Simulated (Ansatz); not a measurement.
Take ZnGeP2 in the chalcopyrite structure (space group I-42d, No. 122) as the base.

```
ZnGeP2
1.0
   -2.71208     2.71208     5.35482
    2.71208    -2.71208     5.35482
    2.71208     2.71208    -5.35482
Zn Ge P
2 2 4
Direct
  0.75000   0.25000   0.50000
  0.00000   0.00000   0.00000
  0.25000   0.75000   0.50000
  0.50000   0.50000   0.00000
  0.12664   0.12500   0.50164
  0.62336   0.62500   0.49836
  0.37500   0.87336   0.99836
  0.87500   0.37664   0.00164
```

Cartesian axes are those of the cell as printed.

Computed with PBEsol, PAW, 420 eV (Ansatz, a first-principles code; no spin-orbit coupling), earlier PAW set.

Strains are applied to the cell and any free atomic positions relax; under biaxial strain the out-of-plane vector relaxes too.

One change was made to it. Results:

The valence-band top at Γ (three highest levels, from the VBM) becomes 0.00, -0.01, -0.01 eV (base: 0.00, -0.07, -0.07 eV); the energy goes up by 0.5 meV/atom; the pressure (mean of the normal stresses, compression positive) goes from zero to 0.51 GPa.

Problem. What was done to the base?
A. tensor shear ε_yz = +0.96 %
B. biaxial strain −1.90 %, plane normal [001], relaxed out of plane
C. biaxial strain −0.56 %, plane normal [001], relaxed out of plane

Solution. C, biaxial strain −0.56 %, plane normal [001], relaxed out of plane. For comparison, the valence-band top at Γ in the other runs: biaxial strain −1.90 %, plane normal [001], relaxed out of plane gives 0.00, 0.00, -0.14 eV; tensor shear ε_yz = +0.96 % gives 0.00, -0.13, -0.17 eV.

The levels and masses belong to the bands next to the band gap. Stability against distortions was not tested.
